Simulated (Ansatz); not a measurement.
TiAl: response to strain

Consider TiAl (space group P4/mmm, No. 123; a = 2.766 Å, c = 4.002 Å; relaxed with 0.1 eV smearing). Axes: x, y, z lie along a, b, c of the conventional cell.

Strains are applied to the cell and any free atomic positions relax.

Method: LDA/PAW in Ansatz (a program for electronic structure), scalar-relativistic without spin-orbit coupling.

Notes on the quantities. pressure: mean of the normal stresses, compression positive; energy relative to the base: free energy F.

| case | pressure | energy relative to the base | volume per atom |
|---|---|---|---|
| base | 0.0 GPa | 0 meV/atom | 15.31 Å³ |
| uniaxial strain ε_xx = −3.00 % | 4.2 GPa | +9.8 meV/atom | 14.85 Å³ |
| uniaxial strain ε_xx = −1.50 % | 2.0 GPa | +2.4 meV/atom | 15.08 Å³ |
| uniaxial strain ε_xx = −1.00 % | 1.3 GPa | +1.0 meV/atom | 15.16 Å³ |
| uniaxial strain ε_xx = −0.50 % | 0.6 GPa | +0.3 meV/atom | 15.23 Å³ |
| uniaxial strain ε_xx = +0.50 % | -0.6 GPa | +0.2 meV/atom | 15.39 Å³ |
| uniaxial strain ε_xx = +1.00 % | -1.2 GPa | +1.0 meV/atom | 15.46 Å³ |
| uniaxial strain ε_xx = +1.50 % | -1.8 GPa | +2.2 meV/atom | 15.54 Å³ |
| uniaxial strain ε_xx = +2.00 % | -2.4 GPa | +3.9 meV/atom | 15.62 Å³ |
| uniaxial strain ε_xx = +2.50 % | -2.9 GPa | +6.0 meV/atom | 15.69 Å³ |

No phonon test of stability was made. All final runs are without spin polarisation.
